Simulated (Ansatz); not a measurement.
End structure of a constructed model of the (0001) surface of hcp Ti, a layer of Rh in place of the third plane (bottom of the slab: a bare face, its two planes held):

```
CELL_PARAMETERS angstrom
      2.93864     0.00000     0.00000
     -1.46932     2.54493     0.00000
      0.00000     0.00000    27.50000
ATOMIC_POSITIONS crystal
  Ti 0.66667 0.33333 0.29249
  Ti 0.33333 0.66667 0.37707
  Ti 0.66667 0.33333 0.46119
  Rh 0.33333 0.66667 0.53570
  Ti 0.66667 0.33333 0.61121
  Ti 0.33333 0.66667 0.68941
```

Set-up: 6 atoms, 11.4 Å thick at the start; mesh 15x15x1; 0.1 eV smearing; dipole correction on; 2 atoms held, the rest relaxed; held to the start's symmetry, so lower structures may exist; no spin, no spin-orbit, no U. In PBE it is, or lies within 0.01 eV a 1x1 cell of, the lowest of the 2 structures of its composition computed so far; larger cells were not tried.

**Question.** What work function of the top face does PBE in Ansatz (a program for electronic structure) give?

**Answer.** 4.45 eV
